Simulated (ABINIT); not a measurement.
**Short convergence ladders for In (I4/mmm, 1 atom in the cell)**

```xyz
1
Lattice="-1.6299 1.6299 2.4824 1.6299 -1.6299 2.4824 1.6299 1.6299 -2.4824" Properties=species:S:1:pos:R:3 pbc="T T T"
In     0.0000     0.0000     0.0000
```

Base method: PBE, norm-conserving pseudopotentials (PseudoDojo nc-sr-05 PBE standard) (plane waves; ABINIT).

Base settings: pseudos = [In.upf]; ecut = 35 Ha; occopt = 3; tsmear = 0.1 eV; ngkpt = 7 7 7; nshiftk = 1; shiftk = 0 0 0; potentials = PseudoDojo nc-sr-05 PBE standard; nband = 12; kptopt = 1.

The count of work is k-points × plane waves × bands × iterations; it is no time. Core times come from one kind of shared machine, to one figure; runs under 30 s give none.

**The k-point mesh at a smearing width of 0.02 eV**

In this ladder: tsmear = 0.02 eV.

Only quantities that move along the ladder and can be compared are tabulated.

```csv
ngkpt,free energy less the last step's (meV/atom),pressure (GPa),count of work / last,core time / last (rough)
5 5 5,49.08,2.47,0.033,–
7 7 7,9.58,1.19,0.073,0.2
11 11 11,2.31,1.57,0.23,0.3
13 13 13,-1.64,1.61,0.36,0.7
19 19 19,0.00,1.60,1.0,1
```

Coarsest ngkpt that holds the free energy within 5 meV/atom of the last step, with all finer ones: 11 11 11, at 0.23 of the last step's count of work and about 0.3 of the last step's time; the step before is off by 9.6 meV/atom.

Coarsest ngkpt that holds the pressure within 0.05 GPa of the last step, with all finer ones: 11 11 11, at 0.23 of the last step's count of work and about 0.3 of the last step's time; the step before is off by 0.40 GPa.

**The number of bands**

The mesh stays at the base's, so the ladder's end is converged at best in this setting alone.

Only quantities that move along the ladder and can be compared are tabulated.

| nband | free energy less the last step's (meV/atom) | pressure (GPa) | count of work / last | core time / last (rough) |
|---|---|---|---|---|
| 7 | 9.91 | 1.44 | 0.44 | 0.4 |
| 9 | 0.00 | 1.21 | 0.26 | 0.2 |
| 11 | 0.00 | 1.21 | 0.31 | 0.3 |
| 17 | 0.00 | 1.21 | 0.44 | – |
| 39 | 0.00 | 1.21 | 1.0 | 1 |

Coarsest nband that holds the pressure within 0.05 GPa of the last step, with all finer ones: 9, at 0.26 of the last step's count of work and about 0.2 of the last step's time; the step before is off by 0.23 GPa.

Coarsest nband that holds the free energy within 1 meV/atom of the last step, with all finer ones: 9, at 0.26 of the last step's count of work and about 0.2 of the last step's time; the step before is off by 9.9 meV/atom.

On the base run: the starting cell has typed, rounded lattice constants, without a prior relaxation at this level. Its lattice was rescaled by up to half a per cent.
